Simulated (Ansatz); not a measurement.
The starting structures come from a database of crystals and need not be the phases stable at ambient conditions.

 Where the default PAW files enter, the runs use the earlier of Ansatz's two default sets.

The decay constant κ of evanescent states in the gap governs leakage through a thin film.

Given:

```yaml
crystal:
  lattice:
    - [4.52135, 0.00000, 0.00000]
    - [0.00000, 4.52135, 0.00000]
    - [0.00000, 0.00000, 6.49047]
  atoms:
    - { symbol: Mg, position: [0.50000, 0.50000, 0.50000] }
    - { symbol: Cd, position: [0.00000, 0.00000, 0.00000] }
    - { symbol: Te, position: [0.00000, 0.50000, 0.25545] }
    - { symbol: Te, position: [0.50000, 0.00000, 0.74455] }
```

Space group of this cell: P-4m2. The cell is strained (lengths across the current scaled by 0.98, ions clamped); by PBEsol its mean pressure is 0.7 GPa.

Transport runs along the normal of the first two printed cell vectors, the (001) (indices of the unstrained crystal) plane of the conventional cell.

The gap is the functional's own, uncorrected, and κ follows it; spin-orbit coupling is left out. Mid-gap values are interpolated between the computed energies.

Task: Compute, with PBEsol run with Ansatz (an electronic-structure program), the band gap and the smallest decay constant κ at mid-gap.

Result: Gap 1.46 eV on a 8×8×6 mesh; κ = 0.117 1/Å, at the zone centre.
